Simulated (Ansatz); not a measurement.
Structures of equal composition on the (0001) surface of hcp Ti: a layer of Re in place of the second plane; a layer of Re in place of the third plane. The slabs share one bottom face, and each structure is named by its start. These are constructed structures in small cells; real faces may alloy, dewet or reconstruct in larger ones, and not all known structures of the face are among them. Slabs of about 12 Å with all that they carry, Fermi-Dirac smearing of 0.1 eV. Bottom of the slabs: a bare face, its two planes held. Relaxed from the named starts with such symmetry as they have, on meshes of like density; energies extrapolated to zero smearing; no spin-orbit coupling, no U. Spin-polarised runs, if any, are marked in brackets, and their order is one that fits the cell; the others ran without spin.

These are PBE (plane waves to 420 eV, PAW; Ansatz, a program for electronic structure) values and carry that method's errors.

Question: Order them by energy per 1x1 cell (lowest first) at the level PBE.

Answer: a layer of Re in place of the second plane (0.000 eV), a layer of Re in place of the third plane (0.086 eV)
